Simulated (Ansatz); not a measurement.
We consider Ti4AlN3 (P6₃/mmc, No. 194), described by PBEsol-D3(BJ) (PAW; Ansatz, an electronic-structure program).

Numerical settings: plane-wave cutoff 520 eV, 24×24×4 k mesh (along the axes of the cell as run), Fermi–Dirac smearing 0.05 eV, no spin polarisation, scalar-relativistic PAW data made under PBE.

Properties against volume:

Shape and atoms are relaxed at each volume.

| V (Å³/atom) | P (GPa) | c (Å) | a (Å) |
|---|---|---|---|
| 10.299 | 10.11 | 22.686 | 2.896 |
| 10.514 | 4.79 | 22.853 | 2.915 |
| 10.729 | 0.00 | 23.019 | 2.934 |
| 10.943 | -4.30 | 23.186 | 2.953 |
| 11.158 | -8.15 | 23.353 | 2.971 |

Note: the run has no spin polarisation, so it can have missed a magnetic state; the volume lies 5 % below that of the published cell; the bulk modulus comes from volumes at which shape and atoms were relaxed.
